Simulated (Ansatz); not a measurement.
## What biaxial strain −4.67 %, plane normal [001], relaxed out of plane does to HfO2

The parent structure is HfO₂ in the fluorite structure (space group Fm-3m, No. 225; a = 5.059 Å). Axes: x, y, z lie along the cube axes.

Now apply this change: compressive biaxial strain of 4.67 % in the plane normal to [001], as in epitaxy on a mismatched substrate; the out-of-plane cell vector and the atoms relax.

Computed with Kohn–Sham DFT with the r2SCAN functional, run in Ansatz (a program for electronic structure) with PAW and 500 eV plane waves, scalar-relativistic without spin-orbit coupling, earlier PAW set. k-mesh 11×11×11 (Γ-centred); smearing 0.05 eV (Fermi–Dirac).

The volume per atom shrinks by 0.79 Å³, from 10.79 Å³ to 10.00 Å³ and the shortest interatomic distance falls by 0.053 Å to 2.138 Å. The energy grows by 107 meV/atom and the pressure (mean of the normal stresses, compression positive) goes from zero to 244.2 kbar. The band gap drops by 0.65 eV (4.30 eV → 3.65 eV) and the gap character amounts to indirect, X → Γ. The smallest direct gap shrinks by 0.33 eV (4.30 eV → 3.97 eV) and the electron mass goes from 1.0 mₑ along k, 0.75 mₑ across (at X) to 0.33 mₑ out of plane, 0.95 mₑ in plane (at Γ). The out-of-plane strain is +1.94 % and the ratio −ε⊥/ε∥ amounts to 0.42. The mean in-plane stress (compression positive) amounts to +36.6 GPa.

Spin-orbit coupling, missing from the scalar runs, can matter with Hf. Effective masses come from finite differences of ±0.01 Å⁻¹. Along k means along the line from Γ to the band edge. Stability against distortions was not tested. This is not the structure that HfO2 has at room temperature and ambient pressure. Labels are those of the standard path for the cell's own space group.
